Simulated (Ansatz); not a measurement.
A computed series for SnO: response to strain

The reference is SnO (space group P4/nmm, No. 129; layered, stacked along the Cartesian z axis; relaxed with 0.1 eV smearing).

```xyz
4
Lattice="3.7685 0.0000 0.0000 0.0000 3.7685 0.0000 0.0000 0.0000 4.5571" Properties=species:S:1:pos:R:3 pbc="T T T"
Sn     1.8843     0.0000     3.4004
Sn     0.0000     1.8843     1.1567
O      1.8843     1.8843     0.0000
O      0.0000     0.0000     0.0000
```

Cartesian axes are those of the cell as printed.

Strains are applied to the cell and any free atomic positions relax.

All numbers come from Kohn–Sham DFT with the PBEsol-D3(BJ) functional, run in Ansatz (an electronic-structure program) with PAW and 420 eV plane waves, no SOC.

Notes on the quantities. pressure: mean of the normal stresses, compression positive; energy relative to the base: free energy F.

```json
[
 {"change": "base", "pressure": "0.0 GPa", "largest internal atomic displacement": "–", "shortest interatomic distance": "2.211 Å", "energy relative to the base": "0 meV/atom"},
 {"change": "uniaxial strain ε_zz = −3.00 %", "pressure": "1.2 GPa", "largest internal atomic displacement": "0.026 Å", "shortest interatomic distance": "2.207 Å", "energy relative to the base": "+3.1 meV/atom"},
 {"change": "uniaxial strain ε_zz = −2.40 %", "pressure": "0.9 GPa", "largest internal atomic displacement": "0.021 Å", "shortest interatomic distance": "2.207 Å", "energy relative to the base": "+1.9 meV/atom"},
 {"change": "uniaxial strain ε_zz = −1.80 %", "pressure": "0.7 GPa", "largest internal atomic displacement": "0.016 Å", "shortest interatomic distance": "2.209 Å", "energy relative to the base": "+1.1 meV/atom"},
 {"change": "uniaxial strain ε_zz = −1.20 %", "pressure": "0.4 GPa", "largest internal atomic displacement": "0.011 Å", "shortest interatomic distance": "2.209 Å", "energy relative to the base": "+0.5 meV/atom"},
 {"change": "uniaxial strain ε_zz = −0.60 %", "pressure": "0.2 GPa", "largest internal atomic displacement": "–", "shortest interatomic distance": "2.210 Å", "energy relative to the base": "+0.1 meV/atom"}
]
```

Stability against distortions was not tested. All final runs are without spin polarisation.
